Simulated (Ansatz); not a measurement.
**SnSe2, pressure series**

Take SnSe2 in the CdI2 type structure (space group P-3m1, No. 164; layered, stacked along the Cartesian z axis) as the base.

Space group P-3m1 (No. 164); a = 3.826 Å, b = 3.826 Å, c = 6.231 Å, α = 90.00°, β = 90.00°, γ = 120.00°

```json
[
 {"atom": "Sn", "site": "1a", "symmetry": "-3m.", "x": "0.0000", "y": "0.0000", "z": "0.0000"},
 {"atom": "Se", "site": "2d", "symmetry": "3m.", "x": "0.3333", "y": "0.6667", "z": "0.2529"}
]
```

Cell and atoms are relaxed at each pressure.

Method: r2SCAN+rVV10 in Ansatz (plane waves to 500 eV, PAW, no spin-orbit coupling).

Computed cases, in order: pressure −1 GPa; 0 GPa (base); pressure 0.9 GPa; pressure 2.1 GPa; pressure 4.5 GPa; pressure 9 GPa; pressure 15 GPa; pressure 22.5 GPa; pressure 30 GPa.

### Question
Between which two neighbouring cases does the band gap open or close?

### Answer
Between pressure 9 GPa (0.24 eV) and pressure 15 GPa (zero). The whole series: pressure −1 GPa: 1.00 eV; 0 GPa (base): 0.94 eV; pressure 0.9 GPa: 0.83 eV; pressure 2.1 GPa: 0.69 eV; pressure 4.5 GPa: 0.49 eV; pressure 9 GPa: 0.24 eV; pressure 15 GPa: zero; pressure 22.5 GPa: zero; pressure 30 GPa: zero.

The mesh was chosen for an insulator and is coarse for the gapless case. Load acts through the strain it causes; cell and atoms are relaxed under it. No phonon test of stability was made. Competing high-pressure phases were not computed. The final runs are not spin-polarised. A zero or small gap of SnSe2 under pressure 9 GPa, SnSe2 under pressure 15 GPa and SnSe2 under pressure 22.5 GPa can be the functional's error rather than a property of the material.

Ansatz is a quantum-chemistry and plane-wave program.
